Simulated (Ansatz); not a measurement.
# BaTiO3: pressure series

The reference is BaTiO₃ in the cubic perovskite structure (space group Pm-3m, No. 221; a = 3.970 Å).

Cell and atoms are relaxed at each pressure.

Calculations: PBEsol/PAW in Ansatz (an electronic-structure program), scalar-relativistic without spin-orbit coupling.

Notes on the quantities. enthalpy: H = E + PV relative to the base's energy.

```tsv
change	band gap	lattice parameter a	enthalpy
base	1.82 eV	3.970 Å	–
pressure −2 GPa	[?]	[?]	-0.16 eV/atom
pressure −1 GPa	1.80 eV	3.977 Å	-0.08 eV/atom
pressure 0.3 GPa	1.82 eV	3.968 Å	+0.02 eV/atom
pressure 0.7 GPa	1.82 eV	3.965 Å	+0.05 eV/atom
pressure 1.5 GPa	1.83 eV	3.959 Å	+0.12 eV/atom
pressure 3 GPa	1.85 eV	3.949 Å	+0.23 eV/atom
pressure 5 GPa	1.87 eV	3.935 Å	+0.39 eV/atom
pressure 7.5 GPa	1.89 eV	3.920 Å	+0.57 eV/atom
pressure 10 GPa	1.92 eV	3.905 Å	+0.76 eV/atom
```

Task: Fill in the withheld entries from the trend.

Result: 
- pressure −2 GPa, band gap: 1.79 eV
- pressure −2 GPa, lattice parameter a: 3.985 Å

Load acts through the strain it causes; cell and atoms are relaxed under it. Stability against distortions was not tested. Competing high-pressure phases were not computed. All final runs are without spin polarisation. Many cubic perovskites are stable only at high temperature; tilts and polar distortions were not tested. This is not the structure that BaTiO3 has at room temperature and ambient pressure.
